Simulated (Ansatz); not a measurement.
The reference is Ga₂O₃ in the corundum structure (space group R-3c, No. 167).

```xyz
10
Lattice="2.5288 1.4600 4.5411 -2.5288 1.4600 4.5411 0.0000 -2.9201 4.5411" Properties=species:S:1:pos:R:3 pbc="T T T"
Ga     0.0000     0.0000     4.8477
Ga     0.0000     0.0000     1.9639
Ga     0.0000     0.0000     8.7754
Ga     0.0000     0.0000    11.6593
O     -0.9957     1.4600     7.9468
O     -0.7666    -1.5923     7.9468
O      1.7623     0.1323     7.9468
O      0.9957    -1.4600     5.6763
O      0.7666     1.5923     5.6763
O     -1.7623    -0.1323     5.6763
```

Cartesian axes are those of the cell as printed.

Computed with PBE in Ansatz (plane waves to 420 eV, PAW, without spin-orbit coupling).

Now apply this change: the cell is compressed by 1.20 % along z with no lateral relaxation; the atoms relax in the strained cell.

**Question.** Predict the stress tensor and what it implies for the stiffness.

**Answer.** Stress of the strained cell less that of the base (GPa, compression positive):
```
   1.43    0.00    0.00
   0.00    1.43    0.00
   0.00    0.00    3.95
```

Then −Δσ_ii/ε with ε = -0.0120 gives relaxed-ion elastic constants: C33 ≈ 329 GPa, C13 ≈ 119 GPa and C23 ≈ 119 GPa.

Stability against distortions was not tested.

Ansatz is an electronic-structure program.
